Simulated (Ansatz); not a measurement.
Functionals compared on H2O on the 1x1 (101) surface of anatase TiO2 (cut with top plane O), one in a 2x1 cell, started at the site 'over Ti at depth 0.9 Å', in Ansatz (plane waves, PAW). The structure was relaxed with PBE; the other rows are single points on it, each with its references at the same level. Cutoff 420 eV (500 eV for r2SCAN). HSE06 used the coarser mesh 2x3x1.

Host crystal: anatase TiO2, with a band gap (PBE, scalar-relativistic without spin-orbit coupling).

Set-up: 39 atoms, 9.4 Å thick at the start under the adsorbate (thin: gaps and levels are the slab's own); mesh 3x4x1; 0.01 eV smearing; dipole correction on; 14 atoms held, the rest relaxed; no symmetry held; no spin, no spin-orbit, no U, no dispersion correction. At the end it is bonded to Ti. In PBE it is, or lies within 0.03 eV of, the lowest of the starts that converged. These notes are the PBE run's. Adsorption energies are against H2O(g). A negative adsorption energy means that the adsorbate is more stable on the surface than in its reference.

A dash marks a value that is undefined for that row or was read on another mesh.

```
functional  adsorption energy (eV)  gap of the slab on its k-mesh (eV)  highest filled level below the top vacuum level (eV)  rough cost of the single point
----------  ----------------------  ----------------------------------  ----------------------------------------------------  ------------------------------
PBE                          -0.61                                2.50                                                  6.86                               –
RPBE                             …                                   …                                                     …     very roughly 4 core-minutes
r2SCAN                       -0.82                                2.86                                                  7.19          roughly 6 core-minutes
HSE06                        -0.65                                   –                                                     –    very roughly 90 core-minutes
```

Q: Fill in the missing entries.

A: 
- RPBE, adsorption energy (eV): -0.38
- RPBE, gap of the slab on its k-mesh (eV): 2.54
- RPBE, highest filled level below the top vacuum level (eV): 6.73

Ansatz is an electronic-structure program.
